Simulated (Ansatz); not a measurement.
Input and output of a self-consistent single point for InSe (P1, 4 atoms in the cell) (Ansatz, a quantum-chemistry and plane-wave program).

Method of the run: LDA (PW92), PAW files made with PBE (plane waves; Ansatz).

The change in words: atoms moved at random. Reference geometry:
```
CELL_PARAMETERS angstrom
      2.02334     1.16818     8.60852
     -2.02334     1.16818     8.60852
      0.00000    -2.33636     8.60852
ATOMIC_POSITIONS crystal
  In 0.11035 0.11035 0.11035
  In 0.00183 0.00183 0.00183
  Se 0.61971 0.61971 0.61971
  Se 0.82581 0.82581 0.82581
```

Reference input (self-consistent single point, DFT, LDA (PW92), plane waves, PAW files made with PBE): kpoints.mp_grid.grid = 6 6 6; hamiltonian.xc = lda; hamiltonian.pseudopotentials = {kind: paw} (the program's default PAW files); scf.occupations.method = fixed. This run's input differs from it in these lines:

Ansatz 0.2 input:
```diff
@@ -6,6 +6,6 @@
   atoms:
-    - { symbol: In, position: [0.11035000, 0.11035000, 0.11035000] }
-    - { symbol: In, position: [0.00183000, 0.00183000, 0.00183000] }
-    - { symbol: Se, position: [0.61971300, 0.61971300, 0.61971300] }
-    - { symbol: Se, position: [0.82580700, 0.82580700, 0.82580700] }
+    - { symbol: In, position: [0.09806700, 0.12795500, 0.10863600] }
+    - { symbol: In, position: [0.02893200, -0.02889700, 0.00251100] }
+    - { symbol: Se, position: [0.61213700, 0.62708600, 0.62185000] }
+    - { symbol: Se, position: [0.81856400, 0.83155600, 0.82470300] }
 kpoints:
```

Output, abridged:

```
SCF iter   1: F=—  HF=-21685.216919 eV  |F-HF|=—  |Δ(HF+E_count)|=         —  Δρ=4.54e-2  dr2=1.33e1  ethr=3.10e-3  ⟨swp⟩=5.0  Hψ=13540  notcnv=0  defer=448
all-band conjugate gradients solve this SCF's bands
preconditioner: auto → Resta (q_TF=auto, 2.410 Å⁻¹)
SCF iter   2: F=—  HF=-21682.903389 eV  |F-HF|=—  |Δ(HF+E_count)|=    2.31e0  Δρ=1.81e-2  dr2=4.17e-1  ethr=3.10e-3  ⟨swp⟩=3.3  Hψ=7809  notcnv=0  defer=442
   [... lines left out ...]
SCF iter   7: F=—  HF=-21682.713329 eV  |F-HF|=—  |Δ(HF+E_count)|=   5.60e-6  Δρ=4.41e-5  dr2=8.85e-6  ethr=1.79e-7  ⟨swp⟩=2.0  Hψ=4228  notcnv=0  defer=122
SCF iter   8: F=—  HF=-21682.713330 eV  |F-HF|=—  |Δ(HF+E_count)|=   1.17e-6  Δρ=1.53e-5  dr2=5.33e-7  ethr=1.53e-8  ⟨swp⟩=3.0  Hψ=6946  notcnv=0  defer=122
SCF iter   9: F=—  HF=-21682.713330 eV  |F-HF|=—  |Δ(HF+E_count)|=   7.96e-8  Δρ=6.14e-6  dr2=1.38e-7  ethr=1.72e-10  ⟨swp⟩=11.9  Hψ=20815  notcnv=0
SCF iter  10: F=-21682.713330 eV  HF=-21682.713330 eV  |F-HF|=3.14e-9  |Δ(HF+E_count)|=   1.77e-8  Δρ=1.97e-6  dr2=7.19e-9  ethr=1.72e-10  ⟨swp⟩=4.0  Hψ=13660  notcnv=0
SCF 1 converged in 10 iterations: F = -21682.713330 eV  dr2 = 7.19e-9
Free energy (F): -21682.713330 eV
Internal energy: -21682.713330 eV  (E = F + TS)
E sigma→0 (E₀):  -21682.713330 eV
Fermi energy:    6.330676 eV
--- Forces (eV/Å), atoms counted from 1 ---
  atom   1  In     0.20288982    -0.06139157    -0.58551383
  atom   2  In    -0.80043031    -0.13206996     0.64359865
  atom   3  Se     0.74485183     0.14065149    -0.22645239
  atom   4  Se    -0.14731029     0.05280974     0.16833846
--- Stress (GPa, compression-positive) ---
       -1.026514       0.670353      -1.215441
        0.670353      -1.335114      -0.170366
       -1.215441      -0.170366      -2.155361
  P = ⅓ Tr σ = -1.5057 GPa (-15.057 kbar)
  The stress holds the Pulay correction. Without it, at fixed plane waves, as pw.x and ABINIT print it: P = -1.5215 GPa
```

The run converged in 10 iterations. Against the reference run the free energy goes up by 19.4 meV/atom, the pressure goes from -2.37 to -1.51 GPa, the largest force goes from 0.161 to 1.036 eV/Å and the gap on the mesh goes from 0.209 to 0.099 eV.

The starting cell comes from a database of computed structures (which also holds hypothetical and non-ambient phases and stackings), without a prior relaxation at this level. For this run, on top of that: atoms moved at random. Forces in this geometry exceed 1 eV/Å. Ansatz's pressure includes its estimate of the finite-basis (Pulay) stress.
